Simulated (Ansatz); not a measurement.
# Hypothetical P-6m2 GaN, response to strain

Base system: GaN (space group P-6m2, No. 187; a = 2.939 Å, c = 2.658 Å; a hypothetical phase, not in the database extracts checked; relaxed with 0.1 eV smearing). Axes: x lies along a and z along c of the hexagonal cell.

Strains are applied to the cell and any free atomic positions relax; under stress the whole cell relaxes.

Computed with plane-wave PAW DFT at the PBEsol level (Ansatz, a first-principles code, 420 eV), without spin-orbit coupling.

Notes on the quantities. pressure: mean of the normal stresses, compression positive; energy relative to the base: free energy F.

| case | pressure | energy relative to the base | shortest interatomic distance | space group |
|---|---|---|---|---|
| base | 0.0 GPa | 0 meV/atom | 215.5 pm | P-6m2 (No. 187) |
| isotropic strain −5.24 % | 45.7 GPa | +182 meV/atom | 204.2 pm | P-6m2 (No. 187) |
| uniaxial strain ε_xx = +2.68 % | -4.1 GPa | +7.7 meV/atom | 214.5 pm | Amm2 (No. 38) |
| uniaxial strain ε_yy = −1.92 % | 3.6 GPa | +4.4 meV/atom | 212.6 pm | Amm2 (No. 38) |
| uniaxial strain ε_yy = +0.56 % | -1.0 GPa | +0.4 meV/atom | 215.6 pm | Amm2 (No. 38) |
| uniaxial strain ε_zz = −4.90 % | 14.1 GPa | +56 meV/atom | 211.6 pm | P-6m2 (No. 187) |
| uniaxial strain ε_zz = +1.02 % | -2.2 GPa | +1.9 meV/atom | 216.4 pm | P-6m2 (No. 187) |
| uniaxial stress, 5 GPa tension along x | – | +2.5 meV/atom | 214.1 pm | Amm2 (No. 38) |
| tensor shear ε_yz = +1.95 % | 4.8 GPa | -6.9 meV/atom | 203.1 pm | Cm (No. 8) |
| tensor shear ε_xy = −1.50 % | 0.2 GPa | +3.4 meV/atom | 213.1 pm | Pm (No. 6) |

Stability under load was not tested beyond the relaxation. The final runs are not spin-polarised. Under tensor shear ε_yz = +1.95 % the cell ends below the base's energy or with stress of the wrong sign: the atoms slid into a distortion or the cell is elastically unstable, so the base is not a stable minimum at this level.
